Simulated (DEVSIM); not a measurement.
System: double heterostructure, Ge between p- and n-type Si, at 300 K.

| layer (left to right) | material | thickness (μm) | Nd (cm⁻³) | Na (cm⁻³) | τn (s) | τp (s) |
|---|---|---|---|---|---|---|
| 1 | Si | 0.340 | 2.6e16 | - | 7.5e-7 | 7.5e-7 |
| 2 | Ge | 0.0820 | - | 4.5e14 | 7.5e-7 | 7.5e-7 |
| 3 | Si | 0.290 | - | 5.4e17 | 7.5e-7 | 7.5e-7 |

Left contact: ohmic. Right contact: ohmic. Voltage is applied to the left contact. Recombination: SRH at mid-gap, radiative, Auger. Mobility is μmin + (μ − μmin)/(1 + (N/Nref)^α).

Constants are typed, rounded textbook-type inputs, not results; the design itself was drawn at random and stands for no fabricated device. Values at 300 K.

```tsv
parameter	Si	Ge
gap (eV)	1.124	0.664
affinity (eV)	4.05	4
permittivity	11.7	16
Nc (cm⁻³)	2.86e19	1.04e19
Nv (cm⁻³)	3.1e19	6e18
μn (cm²/Vs)	1417	3900
μp (cm²/Vs)	470	1900
μn,min	52	150
μp,min	45	100
Nref,n	9.7e16	2.6e17
Nref,p	2.2e17	4e17
αn	0.68	0.56
αp	0.72	0.6
B (cm³/s)	4.7e-15	6.4e-14
Cn (cm⁶/s)	2.8e-31	1e-31
Cp (cm⁶/s)	9.9e-32	1e-31
```

Simulated with DEVSIM: 1D drift-diffusion, Boltzmann statistics, complete ionisation; no tunnelling, impact ionisation, image-force lowering or self-heating. Band offsets follow the typed affinities; no thermionic-emission limit at abrupt steps, no polarisation charge.

Question: Tabulate band edges, carrier densities and field at -0.65 V on the left contact.

Answer: Energies count from the Fermi level of the right contact; mesh points crowd at the junctions.

```json
[
 {"x (μm)": "0.000", "Ec (eV)": "0.831", "Ev (eV)": "-0.293", "n (cm⁻³)": "2.6e16", "p (cm⁻³)": "4500", "field (V/cm)": "≈ 0"},
 {"x (μm)": "0.006425", "Ec (eV)": "0.831", "Ev (eV)": "-0.293", "n (cm⁻³)": "2.6e16", "p (cm⁻³)": "4.3e11", "field (V/cm)": "≈ 0"},
 {"x (μm)": "0.02018", "Ec (eV)": "0.831", "Ev (eV)": "-0.293", "n (cm⁻³)": "2.6e16", "p (cm⁻³)": "1.3e12", "field (V/cm)": "≈ 0"},
 {"x (μm)": "0.05282", "Ec (eV)": "0.831", "Ev (eV)": "-0.293", "n (cm⁻³)": "2.6e16", "p (cm⁻³)": "3.5e12", "field (V/cm)": "≈ 0"},
 {"x (μm)": "0.1635", "Ec (eV)": "0.831", "Ev (eV)": "-0.293", "n (cm⁻³)": "2.6e16", "p (cm⁻³)": "1.1e13", "field (V/cm)": "-26"},
 {"x (μm)": "0.2658", "Ec (eV)": "0.828", "Ev (eV)": "-0.296", "n (cm⁻³)": "3.0e16", "p (cm⁻³)": "1.6e13", "field (V/cm)": "-1400"},
 {"x (μm)": "0.3105", "Ec (eV)": "0.809", "Ev (eV)": "-0.315", "n (cm⁻³)": "6.2e16", "p (cm⁻³)": "9.5e12", "field (V/cm)": "-10000"},
 {"x (μm)": "0.3331", "Ec (eV)": "0.755", "Ev (eV)": "-0.369", "n (cm⁻³)": "5.0e17", "p (cm⁻³)": "1.6e12", "field (V/cm)": "-56000"},
 {"x (μm)": "0.3398", "Ec (eV)": "0.679", "Ev (eV)": "-0.445", "n (cm⁻³)": "9.4e18", "p (cm⁻³)": "1.9e11", "field (V/cm)": "-250000"},
 {"x (μm)": "0.3453", "Ec (eV)": "0.689", "Ev (eV)": "0.025", "n (cm⁻³)": "2.3e18", "p (cm⁻³)": "2.9e18", "field (V/cm)": "-14000"},
 {"x (μm)": "0.3575", "Ec (eV)": "0.686", "Ev (eV)": "0.022", "n (cm⁻³)": "2.6e18", "p (cm⁻³)": "2.6e18", "field (V/cm)": "-43"},
 {"x (μm)": "0.3913", "Ec (eV)": "0.686", "Ev (eV)": "0.022", "n (cm⁻³)": "2.6e18", "p (cm⁻³)": "2.6e18", "field (V/cm)": "≈ 0"},
 {"x (μm)": "0.4105", "Ec (eV)": "0.686", "Ev (eV)": "0.022", "n (cm⁻³)": "2.6e18", "p (cm⁻³)": "2.6e18", "field (V/cm)": "910"},
 {"x (μm)": "0.4195", "Ec (eV)": "0.700", "Ev (eV)": "0.036", "n (cm⁻³)": "1.5e18", "p (cm⁻³)": "4.3e18", "field (V/cm)": "65000"},
 {"x (μm)": "0.4264", "Ec (eV)": "0.786", "Ev (eV)": "-0.338", "n (cm⁻³)": "1.5e17", "p (cm⁻³)": "6.3e13", "field (V/cm)": "190000"},
 {"x (μm)": "0.4384", "Ec (eV)": "0.950", "Ev (eV)": "-0.174", "n (cm⁻³)": "2.6e14", "p (cm⁻³)": "3.7e16", "field (V/cm)": "87000"},
 {"x (μm)": "0.4641", "Ec (eV)": "1.018", "Ev (eV)": "-0.106", "n (cm⁻³)": "1.7e13", "p (cm⁻³)": "5.2e17", "field (V/cm)": "1900"},
 {"x (μm)": "0.5248", "Ec (eV)": "1.019", "Ev (eV)": "-0.105", "n (cm⁻³)": "1.3e13", "p (cm⁻³)": "5.4e17", "field (V/cm)": "≈ 0"},
 {"x (μm)": "0.6432", "Ec (eV)": "1.019", "Ev (eV)": "-0.105", "n (cm⁻³)": "4.7e12", "p (cm⁻³)": "5.4e17", "field (V/cm)": "≈ 0"},
 {"x (μm)": "0.6848", "Ec (eV)": "1.019", "Ev (eV)": "-0.105", "n (cm⁻³)": "1.8e12", "p (cm⁻³)": "5.4e17", "field (V/cm)": "≈ 0"},
 {"x (μm)": "0.7029", "Ec (eV)": "1.019", "Ev (eV)": "-0.105", "n (cm⁻³)": "6.2e11", "p (cm⁻³)": "5.4e17", "field (V/cm)": "≈ 0"},
 {"x (μm)": "0.7120", "Ec (eV)": "1.019", "Ev (eV)": "-0.105", "n (cm⁻³)": "220", "p (cm⁻³)": "5.4e17", "field (V/cm)": "≈ 0"}
]
```
